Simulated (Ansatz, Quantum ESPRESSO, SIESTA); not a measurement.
**Code comparison for a (100) slab of ZrB (cut from a parent of space group no. 225; 8 atoms in the cell)**

Self-consistent single point, at a second geometry (lattice scaled in the plane by 0.98). First geometry:

```xyz
8
Lattice="3.4738 0.0000 0.0000 -3.4738 3.4738 0.0000 0.0000 0.0000 23.3690" Properties=species:S:1:pos:R:3 pbc="T T T"
B      0.0000     0.0000    10.4564
B      1.7369     1.7369     8.0000
B      0.0000     0.0000    15.3690
B      1.7369     1.7369    12.9127
Zr     0.0000     0.0000     8.0000
Zr     1.7369     1.7369    10.4564
Zr     0.0000     0.0000    12.9127
Zr     1.7369     1.7369    15.3690
```

Shared settings, as Ansatz (a first-principles code) writes them: kpoints.mp_grid.grid = 7 7 1; scf.occupations.method = gaussian; scf.occupations.width = 0.2 eV. Potentials and cutoffs stand in the table.

| code | model | ΔF from the first geometry (meV/atom) | largest force (eV/Å) | cutoff |
|---|---|---|---|---|
| Quantum ESPRESSO | PBE, PseudoDojo standard norm-conserving (PBE) pseudopotentials | -7.0 | 0.335 | 80 Ry |
| Ansatz | PBE, PAW files | -7.0 | 0.336 | 420 eV |
| SIESTA | GGA PBE, numerical atomic orbitals TZP, PseudoDojo PBE standard norm-conserving potentials (rewritten from UPF to PSML) | -13.3 | 0.361 | grid 400 Ry |

Size of the force on each atom (eV/Å): Sizes of forces hide their directions.

| code | B1 | B2 | B3 | B4 | Zr5 | Zr6 | Zr7 | Zr8 |
|---|---|---|---|---|---|---|---|---|
| Quantum ESPRESSO | 0.029 | 0.335 | 0.335 | 0.029 | 0.138 | 0.179 | 0.179 | 0.138 |
| Ansatz | 0.028 | 0.336 | 0.336 | 0.028 | 0.139 | 0.180 | 0.180 | 0.139 |
| SIESTA | 0.029 | 0.361 | 0.361 | 0.029 | 0.046 | 0.162 | 0.162 | 0.047 |

On Ansatz's run: spin polarisation is off, though cut faces can carry moments; the slab shows no gap.

The spread over the programs that give each value: ΔF from the first geometry within 6.3 meV/atom; largest force within 0.026 eV/Å.

SIESTA uses small atom-centred bases, whose incompleteness enters pressures, forces and empty levels differently from a plane-wave cutoff. In the force vectors, SIESTA (by 0.092) lies more than 0.08 eV/Å from the median of the plane-wave programs.

The starting cell comes from a database of computed structures (which also holds hypothetical and non-ambient phases and stackings), without a prior relaxation at this level. The slab is cut from that crystal, and its faces are unrelaxed. For this run, on top of that: lattice scaled in the plane by 0.98.

Keys are those of Ansatz 0.2.
